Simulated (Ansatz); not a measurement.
## Pressure series in Pt

The reference is Pt in the fcc (Cu type) structure (space group Fm-3m, No. 225; a = 3.894 Å).

Cell and atoms are relaxed at each pressure.

Method: LDA/PAW in Ansatz (an electronic-structure program), no spin-orbit coupling.

```csv
pressure (GPa),volume per atom (Å³/atom)
-2,14.860
-1,14.810
0,14.761
0.9,14.718
2.1,14.663
4.5,14.554
9,14.363
22.5,?
30,13.636
```

### Question
Fit the third-order Birch–Murnaghan form P(V) = (3B₀/2)[(V₀/V)^(7/3) − (V₀/V)^(5/3)]·[1 + (3/4)(B₀′ − 4)((V₀/V)^(2/3) − 1)] (squares taken in P) to the rows shown and predict the withheld row.

### Answer
Least squares on the printed values gives V₀ = 14.761 Å³/atom, B₀ = 306 GPa, B₀′ = 5.3; this predicts 13.870 Å³/atom, and the run gives 13.871 Å³/atom, in agreement.

Measured bulk modulus of Pt: 289 GPa (static lattice; corrected from measurement; as listed in H. Levämäki et al., Physical Review B (2014)); the computed value is 6 % above it.

Load acts through the strain it causes; cell and atoms are relaxed under it. No phonon test of stability was made. Competing high-pressure phases were not computed. The final runs are not spin-polarised.
